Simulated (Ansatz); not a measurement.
The parent structure is C in the diamond structure (space group Fd-3m, No. 227; a = 3.560 Å).

All numbers come from r2SCAN in Ansatz (plane waves to 500 eV, PAW, spin-orbit coupling left out), earlier PAW set.

Before the change:

| Property | Value |
|---|---|
| Gap between the host's bands | 4.36 eV |
| Gap character | indirect, Γ → a point along ⟨100⟩, about 1.3 Å⁻¹ from Γ |

It is then changed as follows: 0.00790 holes added to each cell, a density of 7.0×10^20 cm⁻³, with a uniform compensating background at fixed cell and a 300 K Fermi–Dirac width.

What happens to the Fermi level from band edge?

The Fermi level relative to the doped band's edge (positive inside the band; to 0.05 eV) amounts to +0.20 eV.

What does the calculation give for the gap between the host's bands after the change?

The gap between the host's bands is nearly the same (4.36 eV against 4.37 eV).

What does the calculation give for the gap character after the change?

The gap character remains indirect, Γ → a point along ⟨100⟩, about 1.3 Å⁻¹ from Γ.

Carriers are added with a uniform compensating background; total energy and stress of such cells depend on the potential's zero and are not compared; many-body gap narrowing is missing at this level. Stability against distortions was not tested.

Ansatz is a quantum-chemistry and plane-wave program.
